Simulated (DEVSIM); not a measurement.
Device: Ni/SiO2/p-Si capacitor, at 300 K.

```tsv
layer (left to right)	material	thickness (nm)	Na (cm⁻³)
1	SiO2	3.10	-
2	Si	1600	1.3e17
```

Metal gate on the left, work function 5.1 eV. Fixed charge at the semiconductor interface 0 cm⁻² (in units of +e); no interface traps.

Constants are typed, rounded textbook-type inputs, not results; the design itself was drawn at random and stands for no fabricated device. Values at 300 K.

| parameter | SiO2 | Si |
|---|---|---|
| gap (eV) | 9 | 1.124 |
| affinity (eV) | 0.9 | 4.05 |
| permittivity | 3.9 | 11.7 |
| Nc (cm⁻³) | - | 2.86e19 |
| Nv (cm⁻³) | - | 3.1e19 |

DEVSIM, 1D Poisson equation in equilibrium, Boltzmann statistics, complete ionisation; no quantum confinement or tunnelling. Metal contacts follow the ideal Schottky-Mott rule: no Fermi-level pinning, no interface dipoles.

The SiO2 thickness was swept, all else fixed.

```json
[
 {"SiO2 thickness (μm)": "0.0012", "threshold voltage (band bending 2φF) (V)": "0.98", "minimum of the low-frequency capacitance (μF/cm²)": "0.122", "capacitance of the dielectric stack (μF/cm²)": "2.88"},
 {"SiO2 thickness (μm)": "0.0017", "threshold voltage (band bending 2φF) (V)": "1.00", "minimum of the low-frequency capacitance (μF/cm²)": "0.118", "capacitance of the dielectric stack (μF/cm²)": "2.03"},
 {"SiO2 thickness (μm)": "0.0022", "threshold voltage (band bending 2φF) (V)": "1.03", "minimum of the low-frequency capacitance (μF/cm²)": "0.116", "capacitance of the dielectric stack (μF/cm²)": "1.57"},
 {"SiO2 thickness (μm)": "0.0026", "threshold voltage (band bending 2φF) (V)": "1.05", "minimum of the low-frequency capacitance (μF/cm²)": "0.116", "capacitance of the dielectric stack (μF/cm²)": "1.33"},
 {"SiO2 thickness (μm)": "0.0031", "threshold voltage (band bending 2φF) (V)": "1.08", "minimum of the low-frequency capacitance (μF/cm²)": "0.115", "capacitance of the dielectric stack (μF/cm²)": "1.11"},
 {"SiO2 thickness (μm)": "0.0037", "threshold voltage (band bending 2φF) (V)": "1.11", "minimum of the low-frequency capacitance (μF/cm²)": "0.110", "capacitance of the dielectric stack (μF/cm²)": "0.933"}
]
```

From the first row to the last the threshold voltage (band bending 2φF) goes from 0.98 to 1.11. From the first row to the last the minimum of the low-frequency capacitance goes from 0.122 to 0.110.
